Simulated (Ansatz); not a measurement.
```
CELL_PARAMETERS angstrom
      3.66070     0.00000     0.00000
     -1.83035     3.17026     0.04185
      0.00000     0.08553     6.47940
ATOMIC_POSITIONS crystal
  K  0.00000 0.00000 0.00000
  K  0.00000 0.00000 0.50000
  F  0.33333 0.66667 0.25000
  F  0.66667 0.33333 0.75000
```

No spin polarisation.

All numbers come from r2SCAN, PAW, 500 eV (Ansatz, a quantum-chemistry and plane-wave program; scalar-relativistic without spin-orbit coupling). Γ-centred 10×10×5 mesh, Fermi–Dirac width 0.05 eV.

Task: Predict the band gap, electron mass and valence-band top at Γ.

Result: The band gap is 6.86 eV, the electron mass is 0.58 mₑ along z, 0.54 mₑ across (at Γ) and the valence-band top at Γ (three highest levels, from the VBM) is 0.00, 0.00, -0.08 eV.

The cells carry an imposed strain or load. Effective masses come from finite differences of ±0.01 Å⁻¹. Stability against distortions was not tested. The cell was made from KF in the NiAs type structure (space group P6_3/mmc, No. 194; a hypothetical phase, not in the database extracts checked) by this change: tensor shear ε_yz = +1.32 %.
